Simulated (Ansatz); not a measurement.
We consider cubic perovskite CsPbCl3 (cubic high-temperature phase), described by PBEsol+SOC in Ansatz (PAW).

Settings: plane-wave cutoff 520 eV, 6×6×6 k mesh, Fermi–Dirac smearing 0.01 eV, PAW data made under PBE.

Response to compression and expansion:

| V (Å³/atom) | P (GPa) | direct gap at Γ (eV) | smallest gap on the k mesh (eV) |
|---|---|---|---|
| 33.187 | 1.79 | 5.825 | 0.296 |
| 33.893 | 1.12 | 5.779 | 0.403 |
| 34.599 | 0.53 | 5.735 | 0.502 |
| 35.305 | 0.00 | 5.693 | 0.594 |
| 36.011 | -0.47 | 5.652 | 0.680 |
| 36.717 | -0.89 | 5.612 | 0.759 |
| 37.423 | -1.27 | 5.574 | 0.832 |

The fundamental gap (0.59 eV at the equilibrium volume, with added k points) lies elsewhere than Γ–Γ.

Note: the relaxation could not lower the start's symmetry, so the cell can be a saddle point above a distorted one.

Ansatz is an electronic-structure program.
